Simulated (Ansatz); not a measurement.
Given:

```
KTaO3
1.0
    3.99942     0.00000     0.00000
    0.00000     3.99942     0.00000
    0.00000     0.00000     3.93650
K Ta O
1 1 3
Direct
  0.00000   0.00000   0.00000
  0.50000   0.50000   0.50000
  0.50000   0.00000   0.50000
  0.00000   0.50000   0.50000
  0.50000   0.50000   0.00000
```

No spin polarisation.

Computed with Kohn–Sham DFT with the LDA functional, run in Ansatz (an electronic-structure program) with PAW and 420 eV plane waves, without spin-orbit coupling. k-mesh 8×8×8 (Γ-centred); smearing 0.05 eV (Fermi–Dirac).

Question: What is the computed gap character?

Answer: Indirect, A → Γ.

Question: What is the computed pressure (mean of the normal stresses, compression positive)?

Answer: -4.07 GPa.

Spin-orbit coupling, missing from the scalar runs, can matter with Ta. The cells carry an imposed strain or load. Whether these cells are dynamically stable was not tested. The cell was made from KTaO$_{3}$ in the cubic perovskite structure (space group Pm-3m, No. 221) by this change: biaxial strain +1.20 %, plane normal [001], relaxed out of plane.
